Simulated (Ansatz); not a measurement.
Functionals compared on CO on the 1x1 (110) surface of bcc W, one in a 2x2 cell, started at the site 'top W', in Ansatz (plane waves, PAW). The structure was relaxed with PBE; the other rows are single points on it, each with its references at the same level. Cutoff 420 eV (500 eV for r2SCAN).

Model: 18-atom slab, 6.6 Å thick at the start under the adsorbate (thin: gaps and levels are the slab's own), 6x6x1 mesh, Fermi-Dirac 0.1 eV, dipole correction, 8 atoms held, the rest relaxed; symmetry of the start imposed; no spin, no spin-orbit, no U, no dispersion correction. At the end it is bonded to W. In PBE this state lies 0.06 eV over the lowest of the starts that converged ('hollow W-W-W'). These notes are the PBE run's. Adsorption energies are against CO(g). A negative adsorption energy means that the adsorbate is more stable on the surface than in its reference.

```
functional  adsorption energy (eV)  work function of the top face (eV)  change of the work function (eV)           rough cost of the single point
----------  ----------------------  ----------------------------------  --------------------------------  ---------------------------------------
PBE                          -1.81                                5.47                              0.65                                        –
RPBE                         -1.56                                5.35                              0.67  about 100 core-seconds (a rough figure)
r2SCAN                       -1.91                                5.57                              0.68          around 2.9 core-minutes (rough)
```

Ansatz is an electronic-structure program.
